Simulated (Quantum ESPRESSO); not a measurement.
Troubleshooting Quantum ESPRESSO: a failed run on Cl₂ (Cmce, 4 atoms in the cell). The aim is a self-consistent single point with DFT, PBEsol, plane waves, GBRV 1.5 ultrasoft (PBESOL) pseudopotentials.

Cell that was meant: a = 3.8670 Å, b = 3.8670 Å, c = 8.2100 Å, α = 90.00°, β = 90.00°, γ = 108.84°.

Part of the input:

```fortran
&control
  calculation = 'static'
  prefix = 'run'
  outdir = './out'
  pseudo_dir = './'
```

Log, with long lists cut:

```
     This program is part of the open-source Quantum ESPRESSO suite
     for quantum simulation of materials; please cite

 %%%%%%%%%%%%%%%%%%%%%%%%%%%%%%%%%%%%%%%%%%%%%%%%%%%%%%%%%%%%%%%%%%%%%%%%%%%%%%
     Error in routine  control_checkin (1):
      calculation "static" not allowed
 %%%%%%%%%%%%%%%%%%%%%%%%%%%%%%%%%%%%%%%%%%%%%%%%%%%%%%%%%%%%%%%%%%%%%%%%%%%%%%

     stopping ...
```

Question: Read the log: what does the program object to, and what is the fix?

Answer: The fault is a value that the program does not know. The key takes a closed list of words, and names differ between codes. To fix it, use one of the words that the key accepts. The program stopped before any SCF iteration.

An input that runs soundly differs in these lines (not the only fix; some lines may just follow from the change or write a value another way):
```diff
-  calculation = 'static'
+  calculation = 'scf'
```

With that input, the run converged in 9 iterations: free energy E − TS -1806.9494 eV; top of the valence band (on the code's own zero) 0.42 eV; gap on the k-point mesh 2.44 eV; pressure -0.87 GPa; largest force (vector length) 0.174 eV/Å (DFT, PBEsol, plane waves, GBRV 1.5 ultrasoft (PBESOL) pseudopotentials).

On the sound input: the starting cell comes from a database of published, mostly measured structures (it also holds non-ambient and calculated ones), without a prior relaxation at this level.
